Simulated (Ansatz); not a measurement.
Where the default PAW files enter, the runs use the earlier of Ansatz's two default sets.

Input:

```
HfO2
1.0
    3.55827     0.00000     0.00000
    0.00000     3.55827     0.00000
    1.77914    -1.77914     2.51608
Hf O
1 2
Direct
  0.00000   0.00000   0.00000
  0.25000   0.25000   0.50000
  0.75000   0.75000   0.50000
```

Space group of this cell: Fm-3m, fluorite. The cell is taken as given; by r2SCAN its mean pressure is 4.5 GPa.

These are r2SCAN (plane waves, PAW; Ansatz, an electronic-structure program) values and carry that method's errors.

The current runs along the normal of the first two printed vectors; no spin-orbit coupling. Scaled by the factor s: both lengths across the current (ions clamped). The meshes follow the cell: 12×12×12 and 10×10 across at s = 0.98, 12×12×12 and 8×8 across at s = 1.00, 12×12×12 and 8×8 across at s = 1.02.

```json
[
 {"s": "0.98", "mean pressure (GPa)": "17.2", "band gap (eV)": "?"},
 {"s": "1.00", "mean pressure (GPa)": "4.5", "band gap (eV)": "4.34"},
 {"s": "1.02", "mean pressure (GPa)": "-6.1", "band gap (eV)": "4.08"}
]
```

**Question.** Take the slope of the band gap against ln s from the two given rows, extrapolate to s = 0.98, and say what the run there gives.

**Answer.** Slope = (4.08 − 4.34) / ln 1.02 = -13.1 eV. The line gives 4.34 + (-13.1) × ln 0.98 = 4.61 eV. The run gives 4.33 eV, 0.28 eV under the line, 104 % of the predicted step.
